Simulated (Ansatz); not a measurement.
Name crystals whose mean free path at 300 K lies between 17.6 and 28 nm and whose resistivity at 300 K lies between 12.9 and 20 μΩ·cm, by Ansatz (an electronic-structure program) with PBEsol, DFPT electron-phonon coupling, linearised Boltzmann equation.

Many crystals can fit; among those computed here:
- HfC (Fm-3m): 24 nm, 13.5 μΩ·cm
- ScAs (Fm-3m): 27 nm, 14.3 μΩ·cm
- ZrC (Fm-3m): 22 nm, 16.1 μΩ·cm
- Ti$_{2}$CS (P6_3/mmc): 21 nm, 15.4 μΩ·cm

Metals; harmonic phonons alone scatter; means over directions. The mean free path is weighted by the current that each state carries. Halving the electron mesh moves these values by up to 10 %; q meshes are mostly untested. Spin-orbit coupling is left out.

Formula and space group known from diffraction (Crystallography Open Database), not checked to be the room-temperature form: ScAs (Fm-3m), Ti2CS (P6_3/mmc). The missing spin-orbit coupling matters most for HfC (Fm-3m).
